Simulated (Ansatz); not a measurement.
Consider YN in the rock salt structure (space group Fm-3m, No. 225; a = 4.8957 Å). Axes: x, y, z lie along the cube axes.

Calculations: r2SCAN, PAW, 500 eV (Ansatz, a program for electronic structure; no spin-orbit coupling).

Base values:

Electron mass: 1.3 mₑ along k, 0.15 mₑ across (at X)
Band gap: 0.58 eV
Volume per atom: 14.67 Å³

Now apply this change: tensile biaxial strain of 1.50 % in the plane normal to [001], as in epitaxy on a mismatched substrate; the out-of-plane cell vector and the atoms relax.

**Question.** Predict the new in-plane stress, electron mass, band gap and volume per atom.

**Answer.** The mean in-plane stress (compression positive) comes out as -5.1 GPa; the electron mass becomes 1.3 mₑ along k, 0.16 mₑ across (at X) (base: 1.3 mₑ along k, 0.15 mₑ across (at X)); the band gap falls by 0.07 eV, from 0.58 eV to 0.51 eV; the volume per atom grows by 0.33 Å³, from 14.67 Å³ to 15.00 Å³.

Masses are band curvatures over ±0.01 Å⁻¹ around the edge. Along k means along the line from Γ to the band edge. Stability against distortions was not tested.
